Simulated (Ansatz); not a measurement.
**SnSe2: pressure 2.1 GPa**

Take SnSe2 in the CdI2 type structure (space group P-3m1, No. 164; a = 3.8403 Å, c = 6.0057 Å; layered, stacked along the Cartesian z axis) as the base.

One thing is altered: a hydrostatic pressure of 2.1 GPa.

Computed with plane-wave PAW DFT at the PBE-D3(BJ) level (Ansatz, a first-principles code, 420 eV), scalar-relativistic without spin-orbit coupling. Settings: 10×10×6 k-points, 0.05 eV Fermi–Dirac smearing.

The volume per atom falls by 1.41 Å³ (25.57 Å³ → 24.16 Å³) and the density increases by 0.35 g/cm³ (5.99 g/cm³ → 6.34 g/cm³). The lattice parameter a drops by 0.053 bohr (7.257 bohr → 7.204 bohr) and the c/a ratio shrinks by 0.054 (1.564 → 1.510). The shortest interatomic distance shrinks by 0.028 bohr to 5.132 bohr and the enthalpy H = E + PV relative to the base's energy comes out as +0.33 eV/atom. The band gap decreases by 0.28 eV (0.36 eV → 0.08 eV) and the gap character remains indirect, K–Γ (79 % along) → k = (0, 0.400, 1/3) in the run's primitive reciprocal basis. The mean gap deformation potential ΔEg/Δln V is +5.0 eV.

Load acts through the strain it causes; cell and atoms are relaxed under it. No phonon test of stability was made. A zero or small gap of SnSe2 under pressure 2.1 GPa can be the functional's error rather than a property of the material.
